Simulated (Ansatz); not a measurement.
An Ansatz (a quantum-chemistry and plane-wave program) run: Rh with a change (x(Ir) = 0.75, 4 atoms, Pmmm); DFT with r2SCAN, PAW potentials and a 500 eV plane-wave cutoff in Ansatz, no SOC.

Input:

Ansatz 0.2 input:
```yaml
crystal:
  lattice:
    - [2.7108618429, 0, 0]
    - [0, 3.8344182301, 0]
    - [0, 0, 5.4144366305]
  atoms:
    - { symbol: Ir, position: [0, 0, 0.7506972338] }
    - { symbol: Rh, position: [0.5, 0.5, 0.5] }
    - { symbol: Ir, position: [0, 0, 0.2493027662] }
    - { symbol: Ir, position: [0.5, 0.5, 0] }
basis: { ecutwfc: 500, ecutrho_ratio: 4, xc_grid: 4, fft_grid_basis: typed }
kpoints: { mp_grid: { grid: [17, 12, 9] } }
hamiltonian:
  xc: r2scan
  dispersion: none
  pseudopotentials: { kind: paw }
scf: { occupations: { method: fermi_dirac, width: 0.05 }, convergence: { dr2_threshold: 0.0000000004 } }
output: { forces: true, stress: true }
checkpoint: { write: state.ck, write_every: 1000 }
```

Output (explanatory and most iteration lines left out):

```
Pseudopotential: Ir, paw, valence charge 17
Pseudopotential: Rh, paw, valence charge 17
Crystal: 4 atoms, lattice volume = 56.281 Å³
Basis set: ecut = 500 eV, 1407 PW (Γ), exchange–correlation on 80×120×160 points (64 copies of the dense FFT grid, shifted against one another)
Bands: 41, of which v1, the nominal top of the filled ones, is band 34 counted from 1 (33 counted from 0)
Symmetry: 8 space group operations
Space group: Pmmm (ITA 47), of the structure as read, at distance tolerance 3.8e-5 Å
k-points: 315 of 1836
Functional: x = r2scan, c = r2scan; τ floored in thin density (d = 2e-4 eV/Å³)
SCF iter   1: F=—  HF=-42261.443306 eV  |F-HF|=—  |Δ(HF+E_count)|=         —  Δρ=1.24e-2  dr2=5.49e-2  dr2_τ=1.24e-1  ethr=1.77e-3  ⟨swp⟩=6.2  Hψ=45313  notcnv=0  defer=2
SCF iter   2: F=—  HF=-42261.531335 eV  |F-HF|=—  |Δ(HF+E_count)|=   8.80e-2  Δρ=7.28e-3  dr2=2.83e-2  dr2_τ=3.99e-3  ethr=8.08e-5  ⟨swp⟩=2.0  Hψ=23199  notcnv=0  defer=77
SCF 1 converged in 10 iterations: F = -42261.531583 eV  dr2 = 3.63e-10
SCF converged after 10 iterations
Free energy (F): -42261.531583 eV
Internal energy: -42261.501526 eV  (E = F + TS)
E sigma→0 (E₀):  -42261.516554 eV
Entropy (-TS):   -0.030056 eV (-7.514 meV/atom)
Fermi energy:    24.659395 eV
--- Forces (eV/Å), atoms counted from 1 ---
  atom   1  Ir     0.00000000     0.00000000    -0.00031820
  atom   2  Rh    -0.00000000     0.00000000     0.00000000
  atom   3  Ir     0.00000000     0.00000000     0.00031820
  atom   4  Ir     0.00000000     0.00000000     0.00000000
--- Stress (GPa, compression-positive) ---
        0.002892       0.000000       0.000000
        0.000000       0.016080       0.000000
        0.000000       0.000000       0.014446
  P = ⅓ Tr σ = 0.0111 GPa (0.111 kbar)
```

Each cell is one ordered arrangement of few atoms, which overstates ordering effects compared with a random alloy. No phonon test of stability was made. All final runs are without spin polarisation. The cell was made from Rh by this change: x(Ir) = 0.75, 4 atoms, Pmmm.
